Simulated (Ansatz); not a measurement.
Hf2CuN3 (model structure, started from the LiSi2N3 type, Cmc2₁, No. 36, 12 atoms in the cell), treated with PBEsol+SOC (plane waves, PAW; Ansatz, a quantum-chemistry and plane-wave program).

Output (set-up and result lines):

```
Crystal: 12 atoms, lattice volume = 161.421 Å³
Basis set: ecut = 520 eV, 4305 PW (Γ), exchange–correlation on 90×90×90 points (8 copies of the dense FFT grid, shifted against one another)
Bands: 208, of which v1, the nominal top of the filled ones, is band 172 counted from 1 (171 counted from 0)
Symmetry: 4 space group operations + 4 with time reversal
k-points: 52 of 216 (time reversal used)
Initial density: superposition of atomic densities (chi_scale 0.1, normalization cell, long waves kept (reshape's long-wave potential 0.05 eV rms))
Functional: x = pbesol(κ = 0.804, μ = 0.12345679012345678), c = pbesol(β = 0.046)
spin=Noncollinear: Kerker preconditioning applied to the charge; magnetization (m_x, m_y, m_z) channels mix plain (no charge-response kernel on spin).
spin=Noncollinear: Resta preconditioning applied to the charge; magnetization (m_x, m_y, m_z) channels mix plain (no charge-response kernel on spin).
SCF 1 converged in 18 iterations: F = -77926.949653 eV  dr2 = 3.07e-10
SCF converged after 18 iterations
Free energy (F): -77926.949653 eV
Internal energy: -77926.949653 eV  (E = F + TS)
E sigma→0 (E₀):  -77926.949653 eV
Fermi energy:    15.801153 eV
--- Forces (eV/Å), atoms counted from 1 ---
  atom   1  Cu     0.00000000    -0.00074441    -0.00095091
  atom   2  Cu     0.00000000     0.00074441    -0.00095091
  atom   3  Hf     0.00283993    -0.00308616     0.00001284
  atom   4  Hf    -0.00283993     0.00308616     0.00001284
  atom   5  Hf    -0.00283993    -0.00308616     0.00001284
  atom   6  Hf     0.00283993     0.00308616     0.00001284
  atom   7  N     -0.01873162    -0.00811037     0.01123557
  atom   8  N      0.01873162     0.00811037     0.01123557
  atom   9  N      0.01873162    -0.00811037     0.01123557
  atom  10  N     -0.01873162     0.00811037     0.01123557
  atom  11  N      0.00000000    -0.02569402    -0.02154170
  atom  12  N      0.00000000     0.02569402    -0.02154170
--- Stress (GPa, compression-positive) ---
       -0.441700       0.000000      -0.000000
        0.000000      -0.370977       0.000000
       -0.000000       0.000000      -0.331557
  P = ⅓ Tr σ = -0.3814 GPa (-3.814 kbar)
```

Write an input file that could have produced this run (the log leaves some choices open).

One answer among several that fit: 
Ansatz 0.2 input:
```yaml
crystal:
  lattice:
    - [5.1845758473, -2.8680600192, 0.0]
    - [5.1845758473, 2.8680600192, 0.0]
    - [0.0, 0.0, 5.4278456192]
  atoms:
    - { symbol: Cu, position: [0.3043663135, 0.6956336865, 0.4755997943] }
    - { symbol: Cu, position: [0.6956336865, 0.3043663135, 0.9755997943] }
    - { symbol: Hf, position: [0.6556725335, 1.0254772828, 0.4908893866] }
    - { symbol: Hf, position: [0.3443274665, -0.0254772828, 0.9908893866] }
    - { symbol: Hf, position: [-0.0254772828, 0.3443274665, 0.4908893866] }
    - { symbol: Hf, position: [1.0254772828, 0.6556725335, 0.9908893866] }
    - { symbol: N, position: [0.67251836, 0.9812732622, 0.1126757929] }
    - { symbol: N, position: [0.32748164, 0.0187267378, 0.6126757929] }
    - { symbol: N, position: [0.0187267378, 0.32748164, 0.1126757929] }
    - { symbol: N, position: [0.9812732622, 0.67251836, 0.6126757929] }
    - { symbol: N, position: [0.6508144245, 0.3491855755, 0.6070098467] }
    - { symbol: N, position: [0.3491855755, 0.6508144245, 0.1070098467] }
basis:
  ecutwfc: 520
  ecutrho_ratio: 4
  xc_grid: 2
kpoints:
  mp_grid: { grid: [6, 6, 6] }
  band_path: { path: [[0, 0, 0], [-0.21767, 0.21767, 0.5]], npoints: 1 }
hamiltonian:
  xc: pbesol
  dispersion: none
  pseudopotentials: { kind: paw }
scf:
  occupations: { method: fermi_dirac, width: 0.01 }
  convergence: { dr2_threshold: 0.0000000012 }
output:
  forces: true
  stress: true
  eigenvalues: true
  write_bands: true
magnetization:
  noncollinear: true
  spin_orbit: true
```

The PAW data were made under PBE.

Note: the relaxation could raise the start's symmetry but not lower it, so the cell can be a saddle point. Note: cell and atoms aren't relaxed at this level (largest force component 0.03 eV/Å, pressure -0.4 GPa).

A model structure was made by putting elements into a prototype or built by hand; it is no filed structure, need not be a known phase, and can be a saddle point held by its symmetry.
